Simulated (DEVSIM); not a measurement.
Device: abrupt Si p-n junction, at 300 K.

Layer 1 from the left is Si, thickness (μm) 4.40, Na (cm⁻³) 1.3e15, τn (s) 0.00011, τp (s) 0.00011. Layer 2 from the left is Si, thickness (μm) 0.300, Nd (cm⁻³) 5.3e16, τn (s) 0.00011, τp (s) 0.00011.

Left contact: ohmic. Right contact: ohmic. Voltage is applied to the left contact. Recombination: SRH at mid-gap, radiative. Mobility is μmin + (μ − μmin)/(1 + (N/Nref)^α).

This is a model device: material constants are rounded textbook-type values typed into the input, and sizes, dopings and lifetimes were drawn at random. Values at 300 K.

Si: gap (eV) 1.124, affinity (eV) 4.05, permittivity 11.7, Nc (cm⁻³) 2.86e19, Nv (cm⁻³) 3.1e19, μn (cm²/Vs) 1417, μp (cm²/Vs) 470, μn,min 52, μp,min 45, Nref,n 9.7e16, Nref,p 2.2e17, αn 0.68, αp 0.72, B (cm³/s) 4.7e-15.

Simulated with DEVSIM: 1D drift-diffusion, Boltzmann statistics, complete ionisation; no tunnelling, impact ionisation, image-force lowering or self-heating.

Dark forward current:

```
|V| (V)  |J| (A/cm²)
-------  -----------
0.05        8.919e-9
0.10        6.952e-8
0.15        4.837e-7
0.20        3.318e-6
0.25        2.273e-5
0.30       0.0001555
0.35        0.001064
0.40        0.007267
0.45         0.04950
0.50          0.3336
0.55           2.138
0.60           11.41
0.65           43.26
0.70           116.2
0.75           241.8
0.80           423.0
0.85           656.7
0.90           936.5
0.95            1254
1.00            1598
1.05            1960
1.10            2330
```

Problem. Work out the local ideality factor n = ΔV / (kT/q · ln(J2/J1)) between the rows 0.15 and 0.20 V, 1.05 and 1.10 V.

Solution. kT/q = 25.85 mV. From 0.15 to 0.20 V: ln(3.318e-6/4.837e-7) = 1.926, n = 1.00, near the 1 of diffusion or emission over a barrier. From 1.05 to 1.10 V: ln(2330/1960) = 0.173, n = 11.19.

Problem. Estimate the current at 0.35 V from the Shockley equation with J0 = Σ q ni² D/(N L) coth(W/L), τ joining the SRH, radiative and Auger lifetimes that are on, and W taken as the whole layer.

Solution. ni² = 1.16e20 cm⁻⁶; electrons in the p layer: μ = 1350 cm²/Vs, D = 34.8 cm²/s, τ = 0.000110 s, L = 619 μm, W/L = 0.0071, term 1.13e-9 A/cm²; holes in the n layer: μ = 358 cm²/Vs, D = 9.25 cm²/s, τ = 0.000107 s, L = 315 μm, W/L = 0.00095, term 1.08e-10 A/cm². J0 = 1.24e-9 A/cm², and J = J0 exp(qV/kT) = 0.000940 A/cm². The simulation gives 0.00106 A/cm²; the estimate lies 12 % below. The estimate leaves out recombination in the depletion region and that region's share of W.
